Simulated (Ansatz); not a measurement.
The starting structures come from a database of crystals and need not be the phases stable at ambient conditions.

The decay constant κ of evanescent states in the gap governs leakage through a thin film.

Here is the system:

```
CELL_PARAMETERS angstrom
      4.52095     0.00000     0.00000
      0.00000    11.55183     0.00000
      0.00000     0.00000     4.52095
ATOMIC_POSITIONS crystal
  Ba 0.50000 0.17977 0.00000
  Ba 0.00000 0.82023 0.50000
  H  0.00000 0.37076 0.18124
  H  0.31876 0.37076 0.50000
  H  0.00000 0.37076 0.81876
  H  0.68124 0.37076 0.50000
  H  0.50000 0.62924 0.68124
  H  0.18124 0.62924 0.00000
  H  0.50000 0.62924 0.31876
  H  0.81876 0.62924 0.00000
  H  0.00000 0.51295 0.50000
  H  0.50000 0.48705 0.00000
  Cl 0.00000 0.09396 0.50000
  Cl 0.50000 0.90604 0.00000
  O  0.00000 0.31859 0.00000
  O  0.50000 0.31859 0.50000
  O  0.50000 0.68141 0.50000
  O  0.00000 0.68141 0.00000
  O  0.00000 0.42918 0.50000
  O  0.50000 0.57082 0.00000
```

Space group of this cell: P4/nmm. The cell was relaxed by PBE-D3(BJ); by r2SCAN its mean pressure is -0.8 GPa.

Transport runs along the normal of the first two printed cell vectors, the (100) plane of the conventional cell.

No gap correction and no spin-orbit coupling; mid-gap values are interpolated between computed energies.

State the band gap and the smallest decay constant κ at mid-gap according to r2SCAN (Ansatz, a first-principles code).

Gap 5.64 eV on a 8×4×8 mesh; κ = 0.417 1/Å, at the zone centre.
